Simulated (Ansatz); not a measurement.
## Effect of pressure 5 GPa on TaN

Base system: TaN (space group P6/mmm, No. 191; a = 5.2017 Å, c = 2.9061 Å).

Modification: a hydrostatic pressure of 5 GPa.

The values are results of PBEsol in Ansatz (plane waves to 420 eV, PAW, spin-orbit coupling left out), not measurements. Γ-centred 10×10×16 mesh, Fermi–Dirac width 0.05 eV.

The volume per atom decreases by 0.18 Å³ (11.35 Å³ → 11.17 Å³) and the density goes up by 0.234 g/cm³ (14.26 g/cm³ → 14.50 g/cm³). The lattice parameter a drops by 0.0363 Å to 5.165 Å and the c/a ratio increases by 0.0027, from 0.559 to 0.561. The shortest interatomic distance decreases by 0.010 Å to 2.080 Å and the enthalpy H = E + PV relative to the base's energy is +0.35 eV/atom. The band gap stays zero.

Final structure:

```xyz
6
Lattice="5.1653 0.0000 0.0000 -2.5827 4.4733 0.0000 0.0000 0.0000 2.8996" Properties=species:S:1:pos:R:3 pbc="T T T"
Ta     0.0000     0.0000     0.0000
Ta     0.0000     2.9822     1.4498
Ta     2.5827     1.4911     1.4498
N      2.5827     0.0000     0.0000
N      1.2913     2.2367     0.0000
N     -1.2913     2.2367     0.0000
```

Load acts through the strain it causes; cell and atoms are relaxed under it. Whether these cells are dynamically stable was not tested. No other phases were tried under pressure. The final runs are not spin-polarised. This is not the structure that TaN has at room temperature and ambient pressure.

Ansatz is a first-principles code.
